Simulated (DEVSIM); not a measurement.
Structure: illuminated GaAs p-on-n cell, one wavelength, at 300 K.

```tsv
layer (left to right)	material	thickness (μm)	Nd (cm⁻³)	Na (cm⁻³)	τn (s)	τp (s)	absorption coefficient (cm⁻¹)
1	GaAs	0.270	-	1.6e18	1.5e-9	8e-10	20000
2	GaAs	0.750	2.2e17	-	2.5e-8	2.5e-8	20000
```

Left contact: ohmic, minority electron recombination velocity 20 cm/s. Right contact: ohmic, minority hole recombination velocity 3e6 cm/s. Voltage is applied to the left contact. Recombination: SRH at mid-gap, radiative, Auger. Light enters at the left, 2.1e18 photons cm⁻² s⁻¹, one pass, no reflection. Mobility is constant in doping.

Constants are typed, rounded textbook-type inputs, not results; the design itself was drawn at random and stands for no fabricated device. Values at 300 K.

| parameter | GaAs |
|---|---|
| gap (eV) | 1.424 |
| affinity (eV) | 4.07 |
| permittivity | 12.9 |
| Nc (cm⁻³) | 4.7e17 |
| Nv (cm⁻³) | 9e18 |
| μn (cm²/Vs) | 8500 |
| μp (cm²/Vs) | 400 |
| B (cm³/s) | 2e-10 |
| Cn (cm⁶/s) | 1e-30 |
| Cp (cm⁶/s) | 1e-30 |

Model (solved in DEVSIM): 1D drift-diffusion, Boltzmann statistics, complete ionisation; no tunnelling, impact ionisation, image-force lowering or self-heating.

The photon flux was swept, all else fixed.

```
photon flux (cm^-2 s^-1)  fill factor  short-circuit current (mA/cm²)  open-circuit voltage (V)  largest power (mW/cm²)
------------------------  -----------  ------------------------------  ------------------------  ----------------------
6.3e16                           0.85                            7.40                     0.958                    6.05
2.1e17                           0.86                            24.7                     0.990                    21.0
6.3e17                           0.86                            74.0                     1.019                    65.2
2.1e18                           0.87                             247                     1.050                     225
6.3e18                           0.87                             740                     1.079                     695
2.1e19                           0.87                            2470                     1.110                    2390
6.3e19                           0.87                            7400                     1.139                    7360
```

From the first row to the last the fill factor goes from 0.85 to 0.87. From the first row to the last the short-circuit current goes from 7.40 to 7400.
